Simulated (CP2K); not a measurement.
Input and output of a self-consistent single point for Rb2MnF5 (P4/mmm, 8 atoms in the cell) (CP2K)

Method: CP2K 2026.2 with PBEsol, GPW, DZVP-MOLOPT-SR-GTH basis, GTH-PBE potentials (GTH_POTENTIALS).

This input was run:

```
&GLOBAL
  PROJECT scf
  RUN_TYPE ENERGY_FORCE
  PRINT_LEVEL LOW
&END GLOBAL
&FORCE_EVAL
  METHOD Quickstep
  STRESS_TENSOR ANALYTICAL
  &DFT
    BASIS_SET_FILE_NAME BASIS_MOLOPT
    POTENTIAL_FILE_NAME GTH_POTENTIALS
    UKS T
    MULTIPLICITY 5
    &QS
      METHOD GPW
      EPS_DEFAULT 1E-11
    &END QS
    &MGRID
      CUTOFF 600
      REL_CUTOFF 40
      NGRIDS 5
    &END MGRID
    &SCF
      SCF_GUESS ATOMIC
      EPS_SCF 1E-6
      MAX_SCF 100
      ADDED_MOS 12 12
      &DIAGONALIZATION
        ALGORITHM STANDARD
      &END DIAGONALIZATION
      &MIXING
        METHOD BROYDEN_MIXING
        ALPHA 0.3
        NBUFFER 10
        BETA 1
      &END MIXING
      &SMEAR ON
        METHOD FERMI_DIRAC
        ELECTRONIC_TEMPERATURE [K] 580.23
      &END SMEAR
    &END SCF
    &KPOINTS
      SCHEME MONKHORST-PACK 3 3 4
      GAMMA_CENTERED T
    &END KPOINTS
    &XC
      &XC_FUNCTIONAL
        &PBE
          PARAMETRIZATION PBESOL
        &END PBE
      &END XC_FUNCTIONAL
    &END XC
    &PRINT
      &MO
        EIGENVALUES T
        OCCUPATION_NUMBERS T
        NDIGITS 8
        FILENAME mo
        &EACH
          QS_SCF 0
        &END EACH
        ADD_LAST NUMERIC
      &END MO
      &MULLIKEN ON
      &END MULLIKEN
    &END PRINT
  &END DFT
  &SUBSYS
    &CELL
      A 5.98546000 0.00000000 0.00000000
      B 0.00000000 5.98546000 0.00000000
      C 0.00000000 0.00000000 4.16372000
      PERIODIC XYZ
    &END CELL
    &COORD
      Rb       0.00000000     2.99273000     2.08186000
      Rb       2.99273000     0.00000000     2.08186000
      Mn       0.00000000     0.00000000     0.00000000
      F        0.00000000     0.00000000     2.08186000
      F        4.66554636     4.66554636     0.00000000
      F        1.31991364     1.31991364     0.00000000
      F        1.31991364     4.66554636     0.00000000
      F        4.66554636     1.31991364     0.00000000
    &END COORD
    &KIND Rb
      BASIS_SET DZVP-MOLOPT-SR-GTH
      POTENTIAL GTH-PBE-q9
    &END KIND
    &KIND Mn
      BASIS_SET DZVP-MOLOPT-SR-GTH
      POTENTIAL GTH-PBE-q15
      MAGNETIZATION 4
    &END KIND
    &KIND F
      BASIS_SET DZVP-MOLOPT-SR-GTH
      POTENTIAL GTH-PBE-q7
    &END KIND
  &END SUBSYS
  &PRINT
    &FORCES ON
    &END FORCES
    &STRESS_TENSOR ON
    &END STRESS_TENSOR
  &END PRINT
&END FORCE_EVAL
```

Output, abridged:

```
 GLOBAL| Method name                                                        CP2K
 GLOBAL| Project name                                                        scf
 GLOBAL| Run type                                                   ENERGY_FORCE

 *** WARNING in qs_environment.F:2234 :: Kpoints: Different number of MOs   ***
 *** requested. The number of beta MOs will be set to the number alpha MOs. ***

 TOTAL NUMBERS AND MAXIMUM NUMBERS

  Total number of            - Atomic kinds:                                   3
                             - Atoms:                                          8
                             - Shell sets:                                     8
                             - Shells:                                        45
                             - Primitive Cartesian functions:                 45
                             - Cartesian basis functions:                    131
                             - Spherical basis functions:                    119

  Maximum angular momentum of- Orbital basis functions:                        3
                             - Local part of the GTH pseudopotential:          2
                             - Non-local part of the GTH pseudopotential:      3

 SCF PARAMETERS         Density guess:                                    ATOMIC
                        max_scf:                                             100
                        max_diis:                                              4
                        eps_scf:                                        1.00E-06
                        eps_diis:                                       1.00E-01
                        eps_eigval:                                     1.00E-05
                        level_shift [a.u.]:                             0.000000
                        added MOs                                        12   12
                        Mixing method:                            BROYDEN_MIXING
                                                charge density mixing in g-space
                        Smear method:                                FERMI_DIRAC
                        Electronic temperature [K]:                        580.2
                        Electronic temperature [a.u.]:                  1.84E-03
                        Accuracy threshold:                             1.00E-10
                        No outer SCF

 Extrapolation method: initial_guess

 Spin 1

 Number of electrons:                                                         36
 Number of occupied orbitals:                                                 36
 Number of molecular orbitals:                                                48

 Spin 2

 Number of electrons:                                                         32
 Number of occupied orbitals:                                                 32
 Number of molecular orbitals:                                                48

 Number of orbital functions:                                                119
 Number of independent orbital functions:                                    119

 SCF WAVEFUNCTION OPTIMIZATION

  Step     Update method      Time    Convergence         Total energy    Change
     1 NoMix/Diag. 0.30E+00      -     1.01988150      -273.3514513520 -2.73E+02
     2 Broy./Diag. 0.30E+00      -     0.12231202      -268.7850751556  4.57E+00
     3 Broy./Diag. 0.30E+00      -     0.04117708      -271.9504245495 -3.17E+00
     4 Broy./Diag. 0.30E+00      -     0.04278797      -273.0933231670 -1.14E+00
     5 Broy./Diag. 0.30E+00      -     0.02079115      -273.4640179763 -3.71E-01
     6 Broy./Diag. 0.30E+00      -     0.00556833      -273.3572088433  1.07E-01
     7 Broy./Diag. 0.30E+00      -     0.00274071      -273.1841384363  1.73E-01
   [... 23 lines left out ...]
    31 Broy./Diag. 0.30E+00      -     0.00000231      -273.2879728399 -5.53E-08
    32 Broy./Diag. 0.30E+00      -     0.00000674      -273.2879728184  2.15E-08
    33 Broy./Diag. 0.30E+00      -     0.00000138      -273.2879728836 -6.52E-08
    34 Broy./Diag. 0.30E+00      -     0.00000130      -273.2879733026 -4.19E-07
    35 Broy./Diag. 0.30E+00      -     0.00000033      -273.2879739276 -6.25E-07

  *** SCF run converged in    35 steps ***

  Electronic density on regular grids:        -67.9999999994        0.0000000006
  Core density on regular grids:               67.9999999997       -0.0000000003
  Total charge density on r-space grids:        0.0000000003
  Total charge density g-space grids:           0.0000000003

  Overlap energy of the core charge distribution:               0.00000000000001
  Self energy of the core charge distribution:               -588.72020571782195
  Core Hamiltonian energy:                                    159.03209857196907
  Hartree energy:                                             198.35286176022584
  Exchange-correlation energy:                                -41.95237184774061
  Electronic entropic energy:                                  -0.00035669485715
  Fermi energy:                                                 0.14048467577425

  Total energy:                                              -273.28797392764045
  Total energy (extrapolated to T->0):                       -273.28779558021188

  Integrated spin density:                                          3.9999999999
  Integrated absolute spin density:                                 4.1262565621

                     Mulliken Population Analysis

 #  Atom  Element  Kind  Atomic population (alpha,beta) Net charge  Spin moment
       1     Rb       1         4.127223     4.126182     0.746595     0.001041
       2     Rb       1         4.127222     4.126181     0.746597     0.001040
       3     Mn       2         8.999194     5.116408     0.884398     3.882786
       4     F        3         3.799128     3.733818    -0.532946     0.065310
       5     F        3         3.736808     3.724353    -0.461161     0.012455
       6     F        3         3.736809     3.724352    -0.461161     0.012456
       7     F        3         3.736811     3.724350    -0.461161     0.012461
       8     F        3         3.736806     3.724356    -0.461161     0.012450
 # Total charge and spin       36.000000    32.000000    -0.000000     4.000000

 ENERGY| Total FORCE_EVAL ( QS ) energy [hartree]           -273.287973584642714

 FORCES| Atomic forces [hartree/bohr]
 FORCES|   Atom     x               y               z               |f|
 FORCES|      1 -1.13095885E-08  1.10640340E-07  4.36758878E-11   1.11216876E-07
 FORCES|      2 -1.15219025E-07  4.98540077E-09  4.37206627E-11   1.15326839E-07
 FORCES|      3 -2.57286441E-07  2.10477705E-07  3.59550354E-09   3.32430602E-07
 FORCES|      4 -9.13391036E-06  1.11625327E-05  1.24218519E-06   1.44766529E-05
 FORCES|      5 -1.06125863E-03 -1.06128464E-03  2.00728665E-11   1.50086474E-03
 FORCES|      6  1.06126979E-03  1.06127729E-03  1.66170424E-11   1.50086743E-03
 FORCES|      7  1.06124610E-03 -1.06126495E-03  1.76166702E-11   1.50084196E-03
 FORCES|      8 -1.06125960E-03  1.06127521E-03  1.85964933E-11   1.50085876E-03
 FORCES| Sum    -9.52007090E-06  1.14915399E-05  1.24594099E-06
 FORCES| Total atomic force                                       1.49746322E-05

 STRESS| Analytical stress tensor [bar]
 STRESS|                        x                   y                   z
 STRESS|      x        1.68904458243E+03   1.54446457989E-02   5.65353090252E-05
 STRESS|      y        1.54446457989E-02   1.68904404933E+03   5.88300814058E-05
 STRESS|      z        5.65353090252E-05   5.88300814058E-05   3.52633956567E+03
 STRESS| 1/3 Trace                                             2.30147606581E+03
```

The run converged in 35 iterations.

The starting cell comes from a database of computed structures (which also holds hypothetical and non-ambient phases and stackings), without a prior relaxation at this level. With one magnetic atom in the cell only a parallel order is possible. Values carry the incompleteness of an atom-centred basis. The potentials were made for another functional than the one used.

Cost on one core of a shared machine: roughly 80 s.
